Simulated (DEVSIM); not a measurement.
System: Co/SiO2/p-Si capacitor, at 250 K.

| layer (left to right) | material | thickness (nm) | Na (cm⁻³) |
|---|---|---|---|
| 1 | SiO2 | 1.30 | - |
| 2 | Si | 4700 | 1.5e16 |

Metal gate on the left, work function 5 eV. Fixed charge at the semiconductor interface -8.8e11 cm⁻² (in units of +e); no interface traps.

Constants are typed, rounded textbook-type inputs, not results; the design itself was drawn at random and stands for no fabricated device. Values at 300 K; Nc and Nv go as T^1.5, mobilities as T to minus their exponent, the gap by Varshni's rule with the affinity fixed.

```csv
parameter,SiO2,Si
gap (eV),9,1.124
affinity (eV),0.9,4.05
permittivity,3.9,11.7
Nc (cm⁻³),-,2.86e19
Nv (cm⁻³),-,3.1e19
Varshni α (eV/K),-,0.000473
Varshni β (K),-,636
```

Simulated with DEVSIM: 1D Poisson equation in equilibrium, Boltzmann statistics, complete ionisation; no quantum confinement or tunnelling. Metal contacts follow the ideal Schottky-Mott rule: no Fermi-level pinning, no interface dipoles.

The temperature was swept, all else fixed.

```json
[
 {"temperature (K)": "250", "threshold voltage (band bending 2φF) (V)": "0.87", "minimum of the low-frequency capacitance (μF/cm²)": "0.0423", "flat-band voltage (V)": "0.02"},
 {"temperature (K)": "300", "threshold voltage (band bending 2φF) (V)": "0.83", "minimum of the low-frequency capacitance (μF/cm²)": "0.0459", "flat-band voltage (V)": "0.08"},
 {"temperature (K)": "350", "threshold voltage (band bending 2φF) (V)": "0.79", "minimum of the low-frequency capacitance (μF/cm²)": "0.0506", "flat-band voltage (V)": "0.13"},
 {"temperature (K)": "400", "threshold voltage (band bending 2φF) (V)": "0.75", "minimum of the low-frequency capacitance (μF/cm²)": "0.0579", "flat-band voltage (V)": "0.18"},
 {"temperature (K)": "450", "threshold voltage (band bending 2φF) (V)": "0.70", "minimum of the low-frequency capacitance (μF/cm²)": "0.0666", "flat-band voltage (V)": "0.24"},
 {"temperature (K)": "500", "threshold voltage (band bending 2φF) (V)": "0.66", "minimum of the low-frequency capacitance (μF/cm²)": "0.0854", "flat-band voltage (V)": "0.30"}
]
```

From the first row to the last the threshold voltage (band bending 2φF) goes from 0.87 to 0.66. From the first row to the last the minimum of the low-frequency capacitance goes from 0.0423 to 0.0854.
